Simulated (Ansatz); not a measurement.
A relaxation of cell and atoms of LuBi (Fm-3m, 2 atoms in the cell) with Ansatz (a first-principles code).

Level of theory: LDA (PW92), default PAW files made with PBE (plane waves; Ansatz).

The change in words: atoms on their sites; basis.ecutwfc: 420 eV → 250 eV; relax: default → cell and atoms. Reference geometry:
```
LuBi
1.0
    0.00000     3.11748     3.11748
    3.11748     0.00000     3.11748
    3.11748     3.11748     0.00000
Lu Bi
1 1
Cartesian
  3.11748   3.11748   3.16747
  0.00000   0.00000   0.00000
```

Reference input (self-consistent single point, DFT, LDA (PW92), plane waves, default PAW files made with PBE): basis.ecutwfc = 420 eV; kpoints.mp_grid.grid = 9 9 9; hamiltonian.xc = lda; hamiltonian.pseudopotentials = {kind: paw} (the program's default PAW files); scf.occupations.method = fermi_dirac; scf.occupations.width = 0.1 eV. This run's input differs from it in these lines:

Ansatz 0.2 input:
```diff
@@ -6,6 +6,6 @@
   atoms:
-    - { symbol: Lu, position_ang: [3.11747500, 3.11747500, 3.16747306] }
+    - { symbol: Lu, position_ang: [3.11747500, 3.11747500, 3.11747500] }
     - { symbol: Bi, position_ang: [0.00000000, 0.00000000, 0.00000000] }
 basis:
-  ecutwfc: 420.0
+  ecutwfc: 250.0
 kpoints:
@@ -17,2 +17,4 @@
   occupations: { method: fermi_dirac, width: 0.1 }
+relax:
+  cell: {}
 output:
```

Output (repeated stretches shortened):

```
   [... SCF lines of the steps left out ...]
relax step   1: F+E_penalty+E_count = -26578.41793109 eV  Δ(F+E_penalty+E_count) = +0.000e0 eV  max|allowed force component| = 7.415e-29 eV/Å  Δτ_max = 0.0000 Å  P = -4.245 GPa  Ω = 60.595 Å³  (8 SCF iters, dr2 threshold 1.00e-7 eV, accepted)
relax step   2: F+E_penalty+E_count = -26579.76718896 eV  Δ(F+E_penalty+E_count) = -1.349e0 eV  max|allowed force component| = 6.429e-29 eV/Å  Δτ_max = 0.0000 Å  P = +32.170 GPa  Ω = 53.474 Å³  energy of the carried Pulay correction = +1.988e0 eV  [...]
   [... lines left out ...]
relax step  38: F+E_penalty+E_count = -26578.47545041 eV  Δ(F+E_penalty+E_count) = -2.980e-3 eV  max|allowed force component| = 5.877e-29 eV/Å  Δτ_max = 0.0000 Å  P = -0.014 GPa  Ω = 57.169 Å³  energy of the carried Pulay correction = +2.977e-3 eV  [...]
relax step  39: F+E_penalty+E_count = -26578.46288970 eV  Δ(F+E_penalty+E_count) = +1.256e-2 eV  max|allowed force component| = 4.819e-29 eV/Å  Δτ_max = 0.0000 Å  P = +0.023 GPa  Ω = 57.169 Å³  stress off target by 2.30e-2 GPa  SCF on the basis [...]
basis re-selected at this cell: Δ(F+E_penalty+E_count) = +1.256e-2 eV, ΔP = +0.037 GPa vs the last step
the relaxation is at rest under the 48 symmetry operations that the run kept from its start: a minimum is not shown …
Free energy (F): -26578.462890 eV
Internal energy: -26578.450880 eV  (E = F + TS)
E sigma→0 (E₀):  -26578.456885 eV
Entropy (-TS):   -0.012009 eV (-6.005 meV/atom)
Fermi energy:    13.119989 eV
--- Forces (eV/Å), atoms counted from 1 ---
  atom   1  Lu     0.00000000    -0.00000000    -0.00000000
   [... lines left out ...]
  cell:  # Å, volume = 57.1686 Å³
    - [-1.803681854119807e-32, 3.0575669347750605, 3.0575669347750605]
    - [3.0575669347750605, -3.8809619928613567e-32, 3.0575669347750605]
    - [3.0575669347750605, 3.0575669347750605, -1.2951400710176409e-32]
  atoms:
    - { symbol: Lu, position: [0.5, 0.5, 0.5] }
    - { symbol: Bi, position: [8.952097449666371e-46, -8.79846047228932e-46, -1.113630314471011e-45] }
```

The run converged. 

Summary of the result:
| Quantity | Value |
|---|---|
| Free energy E − TS (on the zero of these files) | -26578.4629 eV |
| Fermi level (on the code's own zero) | 13.12 eV |
| Pressure | 0.02 GPa |
| Final cell | a = 4.3241 Å, b = 4.3241 Å, c = 4.3241 Å, α = 60.00°, β = 60.00°, γ = 60.00° |
| Final volume per atom | 28.58 Å³ |
| Relaxation steps | 39 |

The starting cell comes from a database of computed structures (which also holds hypothetical and non-ambient phases and stackings), without a prior relaxation at this level. Its lattice was rescaled by up to half a per cent. The relaxation keeps the symmetry of its start, so its end need not be a minimum. Ansatz's pressure includes its estimate of the finite-basis (Pulay) stress. Without the estimate this run gives -45.99 GPa. The cutoff lies below the one recommended for these files.

Cost on one core of a shared machine: roughly 70 s.
